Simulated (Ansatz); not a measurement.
System: L1₂ (Cu3Au-type) Pt₃Ti. Method: PBE (plane waves, PAW; Ansatz, an electronic-structure program).

Run with plane-wave cutoff 520 eV, 16×16×16 k mesh, Fermi–Dirac smearing 0.031 eV (set by the program), no spin polarisation, scalar-relativistic PAW data made under PBE.

Computed at the level's own relaxed cell.

Hill averages of the elastic tensor: K = 235.3 GPa, G = 111.7 GPa. Volume 15.384 Å³/atom, mean atomic mass 158.280 u.

Problem. Work out the density, the sound velocities of a polycrystal and the elastic Debye temperature, and Pugh's ratio at this level.

Solution. ρ = 1.66054 × 158.280/15.384 = 17.085 g/cm³. v_l = √[(K + 4G/3)/ρ] = 4.742 km/s and v_t = √(G/ρ) = 2.557 km/s. The mean follows from 3/v_m³ = 1/v_l³ + 2/v_t³: v_m = 2.854 km/s. Θ_D = (ħ/k_B) v_m (6π²/V)^(1/3) = 76.38 K Å s/km × 2.854 × 1.5672 Å⁻¹ = 342 K, counting all atoms of the cell. K/G = 2.11, to be set beside Pugh's rough bound of 1.75 between brittle and ductile metals.
